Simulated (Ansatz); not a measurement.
The reference is AlRu in the CsCl type structure (space group Pm-3m, No. 221).

```yaml
crystal:
  lattice:
    - [2.95386, 0.00000, 0.00000]
    - [0.00000, 2.95386, 0.00000]
    - [0.00000, 0.00000, 2.95386]
  atoms:
    - { symbol: Al, position: [0.50000, 0.50000, 0.50000] }
    - { symbol: Ru, position: [0.00000, 0.00000, 0.00000] }
```

All numbers come from DFT with LDA, PAW potentials and a 420 eV plane-wave cutoff in Ansatz (an electronic-structure program), no SOC.

Base values:

| Property | Value |
|---|---|
| Lattice parameter a | 2.954 Å |

One thing is altered: cell and atoms relaxed at a pressure of 2.1 GPa.

What does the calculation give for the lattice parameter a after the change?

The lattice parameter a decreases by 0.009 Å (2.954 Å → 2.945 Å).

Load acts through the strain it causes; cell and atoms are relaxed under it. No phonon test of stability was made. The final runs are not spin-polarised.
